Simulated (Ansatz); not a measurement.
Si (P6₃/mmc, No. 194, 4 atoms in the cell; start mp-165; another form than the element's usual one)

Method: LDA in Ansatz (PAW).

Numerical settings: plane-wave cutoff 520 eV, 12×12×6 k mesh (along the axes of the cell as run), Fermi–Dirac smearing 0.01 eV, scalar-relativistic PAW data made under PBE.

Cell (relaxed at this level):

Space group P6₃/mmc (No. 194); a = b = 3.8017 Å, c = 6.2898 Å, α = β = 90.00°, γ = 120.00°

| atom | site | symmetry | x | y | z |
|---|---|---|---|---|---|
| Si | 4f | 3m. | 0.3333 | 0.6667 | 0.0631 |

band gap: 0.27 eV (indirect)
smallest direct gap on the k points sampled: 0.99 eV

Static lattice: no zero-point or thermal effects.

Computing time: around 5 core-seconds (rough).

A start named mp-… is a Materials Project structure, which need not be a measured phase.

Ansatz is an electronic-structure program.
